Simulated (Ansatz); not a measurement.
Migration barriers of dopant-vacancy pairs in covalent semiconductors: PBE bands (Ansatz, a program for electronic structure, plane waves to 420 eV, PAW, climbing-image NEB) beside r2SCAN single points (500 eV) at the PBE geometries. Forward barriers of single hops from the lowest site run, static nuclei, no finite-size correction. The rows are a random draw from the bands that converged and passed our checks of state and shape. Saddle orders were checked for a part of the study's bands only and are not shown. Vacancies start on their lattice site; split forms were not set up. Charge states are imposed. Spin-orbit coupling is left out.

```tsv
Defect	Route	Hop (Å), direction in the unit cell	End over start, densest mesh run (eV)	Cell and PBE mesh	r2SCAN k-points	PBE (eV)
Ga-vacancy pair (Ga on Si, Si vacant) in silicon, charge +1	Ga changes places with the vacancy (Ga-vacancy distance between ideal sites 2.37 Å throughout)	2.73 along (0.29, 0.29, 0.29)	0.00	216 sites, one k-point at (0.250, 0.250, 0.250)	same mesh	0.13
Sb-vacancy pair (Sb on Si, Si vacant) in silicon, charge +1	Sb changes places with the vacancy (Sb-vacancy distance between ideal sites 2.37 Å throughout)	1.48 along (0.16, 0.16, 0.16)	0.00	216 sites, one k-point at (0.250, 0.250, 0.250)	same mesh	0.27
P-vacancy pair (P on Si, Si vacant) in silicon, charge +1	a nearby Si jumps into the vacancy (P-vacancy distance between ideal sites 2.37 → 3.87 Å)	1.96 along (0.16, -0.25, -0.20)	0.57	216 sites, one k-point at (0.250, 0.250, 0.250)	same mesh	0.83
P-vacancy pair (P on Si, Si vacant) in silicon, charge +1	P changes places with the vacancy (P-vacancy distance between ideal sites 2.37 Å throughout)	2.21 along (0.23, 0.23, 0.23)	0.00	216 sites, one k-point at (0.250, 0.250, 0.250)	same mesh	1.34
B-vacancy pair (B on Si, Si vacant) in silicon, charge +1	a nearby Si jumps into the vacancy (B-vacancy distance between ideal sites 3.87 → 5.96 Å)	2.64 along (-0.26, -0.29, -0.29)	0.26	216 sites, one k-point at (0.250, 0.250, 0.250)	same mesh	0.68
B-vacancy pair (B on Si, Si vacant) in silicon, charge +1	a nearby Si jumps into the vacancy (B-vacancy distance between ideal sites 3.87 → 4.54 Å)	2.37 along (0.25, 0.23, -0.27)	0.14	216 sites, one k-point at (0.250, 0.250, 0.250)	same mesh	0.54
As-vacancy pair (As on Si, Si vacant) in silicon, charge +1	As changes places with the vacancy (As-vacancy distance between ideal sites 2.37 Å throughout)	1.89 along (0.20, 0.20, 0.20)	0.00	216 sites, one k-point at (0.250, 0.250, 0.250)	same mesh	0.76
Sc-vacancy pair (Sc on Ga, Ga vacant) in zinc-blende GaAs, charge -3	a nearby Ga jumps into the vacancy (Sc-vacancy distance between ideal sites 4.06 → 7.04 Å)	3.86 along (0.48, 0.00, -0.47)	0.00	64 sites, one k-point at (0.250, 0.250, 0.250)	same mesh	1.50
```

Task: What does r2SCAN give for each row, and how does it differ from PBE over these rows?

Result: In the order of the rows: 0.34, 0.46, 1.08, 1.79, 0.94, 0.78, 1.12, 1.78 eV. Against PBE it lies higher in 8 of 8 rows and lower in 0 (differences over 0.03 eV). The mean difference is +0.28 eV (median +0.26) and the mean size 0.28 eV; the largest, +0.45 eV, is in row 4.
